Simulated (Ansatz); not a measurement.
Results of r²SCAN0 in Ansatz (plane waves, PAW) for zinc-blende BeS.

The input as run:

Ansatz 0.2 input:
```yaml
crystal:
  lattice:
    - [0.0, 2.4271522514, 2.4271522514]
    - [2.4271522514, 0.0, 2.4271522514]
    - [2.4271522514, 2.4271522514, 0.0]
  atoms:
    - { symbol: Be, position: [0.0, 0.0, 0.0] }
    - { symbol: S, position: [0.25, 0.25, 0.25] }
basis:
  ecutwfc: 520
  ecutrho_ratio: 4
  xc_grid: 3
kpoints:
  mp_grid: { grid: [10, 10, 10] }
hamiltonian:
  xc: r2scan0
  dispersion: none
  pseudopotentials: { kind: paw }
scf:
  occupations: { method: fermi_dirac, width: 0.01 }
  convergence: { dr2_threshold: 0.0000000002 }
output:
  forces: true
  stress: true
  eigenvalues: true
```

Output (set-up and result lines):

```
WARN output.stress: scf.exx.energy_threshold = 1e-6 eV is looser than the 2e-8 eV advised for a stress under a hybrid functional (1e-8 eV for each atom of the …
Crystal: 2 atoms, lattice volume = 28.597 Å³
Basis set: ecut = 520 eV, 749 PW (Γ), exchange–correlation on 81×81×81 points (27 copies of the dense FFT grid, shifted against one another)
Bands: 8, of which v1, the nominal top of the filled ones, is band 4 counted from 1 (3 counted from 0)
Symmetry: 24 space group operations
Space group: F-43m (ITA 216), of the structure as read, at distance tolerance 3.1e-5 Å
k-points: 47 of 1000 (time reversal used)
Functional: x = r2scan, c = r2scan; τ floored in thin density (d = 2e-4 eV/Å³), warm-up for x = 0.75 r2scan + 0.25 exact, c = r2scan; τ floored in thin density (d = 2e-4 eV/Å³)
SCF iter   1: F=—  HF=-1001.517982 eV  |F-HF|=—  |Δ(HF+E_count)|=         —  Δρ=4.73e-3  dr2=4.78e-3  dr2_τ=2.96e-2
SCF iter   2: F=—  HF=-1001.591690 eV  |F-HF|=—  |Δ(HF+E_count)|=   7.37e-2  Δρ=3.16e-3  dr2=2.42e-3  dr2_τ=3.14e-5
  ...
Crystal: 2 atoms, lattice volume = 28.597 Å³
Initial density: handed on by an earlier stage of this run
Functional: x = 0.75 r2scan + 0.25 exact, c = r2scan; τ floored in thin density (d = 2e-4 eV/Å³)
Crystal: 2 atoms, lattice volume = 28.597 Å³
SCF iter   3: F=—  HF=-1001.446056 eV  |F-HF|=—  |Δ(HF+E_count)|=   9.68e-9  Δρ=2.81e-6  dr2=1.41e-9  dr2_τ=1.16e-10
SCF iter   4: F=-1001.446056 eV  HF=-1001.446056 eV  |F-HF|=1.60e-11  |Δ(HF+E_count)|=  2.67e-11  Δρ=9.48e-7  dr2=1.49e-10  dr2_τ=1.38e-11
SCF 3 converged in 4 iterations: F = -1001.446056 eV  dr2 = 1.49e-10
Free energy (F): -1001.446056 eV
Internal energy: -1001.446056 eV  (E = F + TS)
E sigma→0 (E₀):  -1001.446056 eV
Fermi energy:    6.707381 eV
--- Stress (GPa, compression-positive) ---
        0.000146      -0.000000       0.000000
       -0.000000       0.000146       0.000000
        0.000000       0.000000       0.000146
  P = ⅓ Tr σ = 0.0001 GPa (0.001 kbar)
```

The PAW data were made under PBE.

Ansatz is a program for electronic structure.
